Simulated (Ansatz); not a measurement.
We consider bcc Eu, described by PBEsol (Ansatz, a quantum-chemistry and plane-wave program, plane waves, PAW).

Run with plane-wave cutoff 520 eV, 18×18×18 k mesh, Fermi–Dirac smearing 0.05 eV, spin-polarised with parallel moments, scalar-relativistic PAW data made under PBE.

The cell has the measured lattice: a = 4.582 Å, b = 4.582 Å, c = 4.582 Å, α = 90.00°, β = 90.00°, γ = 90.00°.

Question: Give the computed magnetic moment per atom (the cell's total over its atoms).

Answer: 
- magnetic moment per atom (the cell's total over its atoms) = 7.36 μB

The run finds no gap.

Note: the 4f shell is treated without U or exact exchange, so its levels and filling can be wrong; the collinear magnetic order is the start's and need not be the measured one; cell and atoms aren't relaxed at this level (pressure -2.5 GPa).

Moments are spin moments.

Spin–orbit coupling is not included.

The result took roughly 22 core-seconds.
